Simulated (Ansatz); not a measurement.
Start from ZnS in the wurtzite structure (space group P6_3mc, No. 186; a = 3.8061 Å, c = 6.2447 Å). Axes: x lies along a and z along c of the hexagonal cell.

Level of theory: Ansatz (an electronic-structure program) r2SCAN, scalar-relativistic without spin-orbit coupling.

Strains are applied to the cell and any free atomic positions relax; under biaxial strain the out-of-plane vector relaxes too.

One change was made to it. Results:

The electron mass changes from 0.18 mₑ along c, 0.21 mₑ across (at Γ) to 0.16 mₑ out of plane, 0.23 mₑ in plane (at Γ); the pressure (mean of the normal stresses, compression positive) goes from zero to 24.4 kbar; the valence-band top at Γ (three highest levels, from the VBM) goes from 0.00, 0.00, -0.08 eV to 0.00, 0.00, -0.30 eV.

Problem. What was done to the base?
A. isotropic strain −1.69 %
B. biaxial strain −2.15 %, plane normal [001], relaxed out of plane
C. biaxial strain +0.45 %, plane normal [001], relaxed out of plane

Solution. B, biaxial strain −2.15 %, plane normal [001], relaxed out of plane. For comparison, the electron mass in the other runs: biaxial strain +0.45 %, plane normal [001], relaxed out of plane gives 0.18 mₑ out of plane, 0.20 mₑ in plane (at Γ); isotropic strain −1.69 % gives 0.18 mₑ along c, 0.22 mₑ across (at Γ).

The levels and masses belong to the bands next to the band gap. Masses are band curvatures over ±0.01 Å⁻¹ around the edge. Whether these cells are dynamically stable was not tested.
